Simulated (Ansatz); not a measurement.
Formation energy of the localised charge states of Se interstitial in zinc-blende ZnSe (start: void with 4Zn nearest; 64-site cell, 2×2×2 shifted sampling) against the Fermi level, Zn-rich (Δμ(Se) = -1.43 eV; only phases computed here count, gases as isolated molecules at 0 K). Method: PBE, PAW (plane waves to 420 eV; Ansatz, an electronic-structure program).

Charges with a result: +1, 0, −1, −2. Others weren't obtained, and one of them could lie lower, also by skipping a charge.

Details: 64-site cell; 2×2×2 shifted k-points; host gap 1.15 eV; charged states image-corrected; energies good to tenths of an eV; flagged in the runs: a strain field that reaches the edge of the cell.

Left out: charge −1 (level within 0.1 eV of a band edge or past it); charge −2 (level within 0.1 eV of a band edge or past it).

```csv
E_F − E_VBM (eV),q = +1,q = 0
0.00,3.59,3.72
0.14,3.73,3.72
0.29,3.88,3.72
0.43,4.02,3.72
0.57,4.17,3.72
0.72,4.31,3.72
0.86,4.45,3.72
1.01,4.60,3.72
1.15,4.74,3.72
```

Crossings of the lowest lines: (+1/0) at 0.13 eV.
